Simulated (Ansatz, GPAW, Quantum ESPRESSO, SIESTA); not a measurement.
Mg5Pt (P1, 6 atoms in the cell) computed with different codes at matched settings

Self-consistent single point, at a second geometry (atoms moved at random). First geometry:

```
CELL_PARAMETERS angstrom
      5.26490    -1.66597     0.00000
      5.26490     1.66597     0.00000
     -2.57697     0.00000     6.90411
ATOMIC_POSITIONS crystal
  Mg 0.33861 0.33861 0.70292
  Mg 0.66139 0.66139 0.29708
  Mg 0.00000 0.00000 0.50000
  Mg 0.35529 0.35529 0.14472
  Mg 0.64471 0.64471 0.85528
  Pt 0.00000 0.00000 0.00000
```

Second geometry:
```yaml
crystal:
  lattice:
    - [5.26490, -1.66597, 0.00000]
    - [5.26490, 1.66597, 0.00000]
    - [-2.57697, 0.00000, 6.90411]
  atoms:
    - { symbol: Mg, position: [0.34064, 0.32770, 0.69684] }
    - { symbol: Mg, position: [0.64292, 0.67332, 0.28361] }
    - { symbol: Mg, position: [0.00490, 0.00417, 0.50130] }
    - { symbol: Mg, position: [0.36122, 0.34817, 0.13964] }
    - { symbol: Mg, position: [0.62973, 0.66378, 0.86216] }
    - { symbol: Pt, position: [0.02059, 0.98285, 0.01645] }
```

Shared settings, as Ansatz (a first-principles code) writes them: kpoints.mp_grid.grid = 5 5 3; scf.occupations.method = fermi_dirac; scf.occupations.width = 0.0073 Ry. Potentials and cutoffs stand in the table.

```
code                                                                                                                                      model  ΔF from the first geometry (meV/atom)  pressure (GPa)  largest force (eV/Å)       cutoff
----------------  -----------------------------------------------------------------------------------------------------------------------------  -------------------------------------  --------------  --------------------  -----------
Ansatz                                                                                                          PBEsol, PAW files made with PBE                                   15.6           -0.73                 0.812      30.9 Ry
SIESTA            GGA PBEsol, numerical atomic orbitals DZP, PseudoDojo PBEsol standard norm-conserving potentials (rewritten from UPF to PSML)                                   20.2            1.58                 0.990  grid 400 Ry
GPAW                                                                                      PBEsol, GPAW PAW datasets PBEsol (made by gpaw-setup)                                   15.9           -0.62                 0.820       800 eV
Quantum ESPRESSO                                                                           PBEsol, SSSP 1.1.2 efficiency (PBE) pseudopotentials                                   16.0           -0.81                 0.829        40 Ry
```

Size of the force on each atom (eV/Å): Sizes of forces hide their directions.

```csv
code,Mg1,Mg2,Mg3,Mg4,Mg5,Pt6
Ansatz,0.271,0.580,0.112,0.237,0.406,0.812
SIESTA,0.232,0.844,0.154,0.300,0.478,0.990
GPAW,0.258,0.600,0.112,0.252,0.403,0.820
Quantum ESPRESSO,0.266,0.601,0.113,0.252,0.407,0.829
```

On Ansatz's run: spin-orbit coupling is off. Spin polarisation is off.

The spread over the programs that give each value: ΔF from the first geometry within 4.6 meV/atom; pressure within 2.39 GPa; largest force within 0.178 eV/Å.

SIESTA uses small atom-centred bases, whose incompleteness enters pressures, forces and empty levels differently from a plane-wave cutoff. Ansatz's pressure is given at a fixed set of plane waves, as the other plane-wave codes print theirs. In the pressure, SIESTA (by 2.31) lies more than 1 GPa from the median of the plane-wave programs. In the force vectors, SIESTA (by 0.252) lies more than 0.08 eV/Å from the median of the plane-wave programs.

The shared mesh is coarse (it stands for a supercell whose shortest vector is 17 Å), so the values are not converged in it.

The starting cell comes from a database of computed structures (which also holds hypothetical and non-ambient phases and stackings), without a prior relaxation at this level. For this run, on top of that: atoms moved at random.

Left out of this page: CP2K (unsound by tests on forces, stress, charge or solver warnings).

Keys are those of Ansatz 0.2.
